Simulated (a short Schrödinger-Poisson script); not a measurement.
Solved with a short Schrödinger-Poisson script written for these runs: 1D Poisson equation in equilibrium, electrons quantum, Hartree (BenDaniel-Duke, 40 states a valley, the channel's in-plane mass for all, wave functions free to enter the barrier), parabolic valleys, classical holes, full ionisation, no traps, pinning or gate leakage.

System: gated In0.52Al0.48As/In0.53Ga0.47As δ-doped gas in a quantum well, at 20 K.

```
layer        material  thickness (nm)  Na (cm⁻³)
-----  --------------  --------------  ---------
1      In0.52Al0.48As              30          -
2      In0.52Al0.48As               3          -
3      In0.53Ga0.47As               6          -
4      In0.52Al0.48As            4000       1e15
```

The device is made up for the run: typed textbook-type constants, with dimensions and the other settings drawn at random. In0.52Al0.48As: permittivity 12.5, conduction-band edge (eV) 0.52, gap (eV) 1.45, electron mass (mₑ) 0.075, Nv at 300 K (cm⁻³) 1.1e19. In0.53Ga0.47As: permittivity 13.9, conduction-band edge (eV) 0, gap (eV) 0.74, Nv at 300 K (cm⁻³) 7.7e18.

Channel valleys (confinement mass, in-plane density-of-states mass, number): Γ 0.041, 0.041, 1. At the gate the conduction-band edge of layer 1 lies 0.65 eV − eVg above the Fermi level of the channel; the field vanishes at the back. Sheet of ionised δ-doping: +2.3e12 e/cm² at 30 nm from the gate. The barrier under the gate holds no holes. Gaps are held at their typed values at every temperature. Mesh 0.08 nm at interfaces.

Gate and field steps stay those of the base.

One input was changed, with this effect: centroid of the channel electrons at Vg = 0.4 V 2.79 → 2.84 nm; sheet density of all electrons at Vg = 0.4 V 1.97e12 → 1.43e12 cm⁻²; lowest subband against the Fermi level at Vg = 0.4 V -115 → -83.5 meV; capacitance at Vg = 0.4 V little changed (0.287 μF/cm²).

Task: Which change was it?
(A) spacer thickness 3 → 10 nm
(B) δ-doping 2.3e+12 → 1.6e+12 cm^-2
(C) temperature 20 → 400 K

Result: B, δ-doping 2.3e+12 → 1.6e+12 cm^-2
